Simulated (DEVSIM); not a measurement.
Device: Au/SiO2/p-InP capacitor, at 300 K.

Layer 1 from the left is SiO2, thickness (nm) 9.10. Layer 2 from the left is InP, thickness (nm) 2400, Na (cm⁻³) 6.8e16.

Metal gate on the left, work function 5.1 eV. Fixed charge at the semiconductor interface 0 cm⁻² (in units of +e); interface traps 2e12 cm⁻² eV⁻¹, uniform in energy, neutral level at 0.5 of the gap above the valence band.

The device is made up for the run: typed textbook-type constants, with dimensions and the other settings drawn at random. Values at 300 K.

SiO2: gap (eV) 9, affinity (eV) 0.9, permittivity 3.9. InP: gap (eV) 1.344, affinity (eV) 4.38, permittivity 12.5, Nc (cm⁻³) 5.7e17, Nv (cm⁻³) 1.1e19.

Model (solved in DEVSIM): 1D Poisson equation in equilibrium, Boltzmann statistics, complete ionisation; no quantum confinement or tunnelling. Metal contacts follow the ideal Schottky-Mott rule: no Fermi-level pinning, no interface dipoles.

What does the simulation give for the threshold voltage (band bending 2φF), the minimum of the low-frequency capacitance, the flat-band voltage?

threshold voltage (band bending 2φF) 1.63 V; minimum of the low-frequency capacitance 0.194 μF/cm²; flat-band voltage -0.95 V.
